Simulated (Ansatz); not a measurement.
Input:

```
BP
1.0
    0.00000     2.29968     2.29968
    2.29968     0.00000     2.29968
    2.29968     2.29968     0.00000
B P
1 1
Cartesian
  0.00000   0.00000   0.00000
  1.14984   1.14984   1.14984
```

These are PBE with spin-orbit coupling, rigid bands (plane waves, PAW; Ansatz, a program for electronic structure) values and carry that method's errors. Condition of this run: hydrostatic pressure of -8 GPa (compression positive) (the target of the relaxation). How the cell was made: cell and atoms relaxed with PBEsol, then loaded as said.

### Question
What conductivity effective mass do dilute holes have at 300 K?

### Answer
0.42 mₑ.

### Question
Predict the electron conductivity mass (n e² τ/σ) at 300 K, by direction if it differs.

### Answer
0.33 mₑ.

### Question
And the band gap?

### Answer
1.28 eV at this level; semilocal functionals usually fall short of the measured gap.

Rigid bands, one relaxation time for all states, no polarons. Geometry: cell and atoms relaxed with PBEsol.
